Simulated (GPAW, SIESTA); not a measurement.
A GPAW input for a self-consistent single point of NiO (Fm-3m, 4 atoms in the cell) (DFT PBE, plane waves, GPAW PAW datasets PBE (gpaw-data 1.0.1)):

```python
from ase import Atoms
from ase.units import GPa
from gpaw import GPAW

atoms = Atoms(['Ni', 'Ni', 'O', 'O'],
              cell=[[4.281574, 2.140787, 2.140787],
                    [2.140787, 4.281574, 2.140787],
                    [2.140787, 2.140787, 4.281574]],
              scaled_positions=[[0.000000, 0.000000, 0.000000],
                                [0.500000, 0.500000, 0.500000],
                                [0.250000, 0.250000, 0.250000],
                                [0.750000, 0.750000, 0.750000]],
              pbc=True)

atoms.set_initial_magnetic_moments([2.0, -2.0, 0.0, 0.0])

calc = GPAW(spinpol=True,
            mode={'name': 'pw', 'ecut': 950},
            xc='PBE',
            kpts=(7, 7, 7),
            occupations={'name': 'fermi-dirac', 'width': 0.05},
            nbands=-8,
            convergence={'density': 1e-05, 'bands': -6},
            symmetry={'symmorphic': False, 'tolerance': 0.0005},
            maxiter=150)

atoms.calc = calc

energy = atoms.get_potential_energy()
print('Energy (eV):', round(energy, 6))
forces = atoms.get_forces()
print('Forces (eV/Ang):')
print(forces.round(5))
stress = atoms.get_stress()
print('Stress (GPa, Voigt):', (stress / GPa).round(4))
```

Write the same calculation as an input for SIESTA.

This is the input that was run; spellings and numerical settings could be chosen otherwise.

```
# files in the folder: Ni.psml O.psml (PseudoDojo PBE standard)
SystemName  NiO
SystemLabel siesta

NumberOfAtoms                4
NumberOfSpecies              2
%block ChemicalSpeciesLabel
  1 28 Ni
  2 8 O
%endblock ChemicalSpeciesLabel
LatticeConstant              1.0 Ang
%block LatticeVectors
     4.281574000    2.140787000    2.140787000
     2.140787000    4.281574000    2.140787000
     2.140787000    2.140787000    4.281574000
%endblock LatticeVectors
AtomicCoordinatesFormat      Bohr
%block AtomicCoordinatesAndAtomicSpecies
     0.000000000    0.000000000    0.000000000  1
     8.091002242    8.091002242    8.091002242  1
     4.045501121    4.045501121    4.045501121  2
    12.136503363   12.136503363   12.136503363  2
%endblock AtomicCoordinatesAndAtomicSpecies

XC.functional                GGA
XC.authors                   PBE
PAO.BasisSize                DZP
PAO.EnergyShift              0.005 Ry
MeshCutoff                   400 Ry
%block kgrid.MonkhorstPack
    7   0   0  0.0
    0   7   0  0.0
    0   0   7  0.0
%endblock kgrid.MonkhorstPack
OccupationFunction           FD
ElectronicTemperature        580.23 K
Spin                         polarized
%block DM.InitSpin
  1 +2.00
  2 -2.00
  3 +0.00
  4 +0.00
%endblock DM.InitSpin

MaxSCFIterations             150
SCF.Mixer.Method             Pulay
SCF.Mixer.Weight             0.1
SCF.Mixer.History            8
SCF.DM.Tolerance             1.0E-04
Diag.ParallelOverK           true
WriteForces                  true
Charge.Mulliken              end
```

Basis settings and potentials, where a program has them, do not carry over. This input uses DFT, GGA PBE, numerical atomic orbitals DZP, PseudoDojo PBE standard norm-conserving potentials (rewritten from UPF to PSML). Both were run: gap on the mesh 1.037 eV in GPAW and 0.964 in SIESTA; size of the net moment 0.00 μB/atom in GPAW and 0.00 in SIESTA.

On GPAW: the starting cell has typed, rounded lattice constants, without a prior relaxation at this level. Its lattice was rescaled by a random factor within 2.5 % of one. The magnetic order is the one reached from the typed start; others were not searched systematically.

On SIESTA: the starting cell has typed, rounded lattice constants, without a prior relaxation at this level. Its lattice was rescaled by a random factor within 2.5 % of one. The magnetic order is the one reached from the typed start; others were not searched systematically. Values carry the incompleteness of an atom-centred basis. With a pressure of about -12 GPa the cell is away from its equilibrium volume at this level.
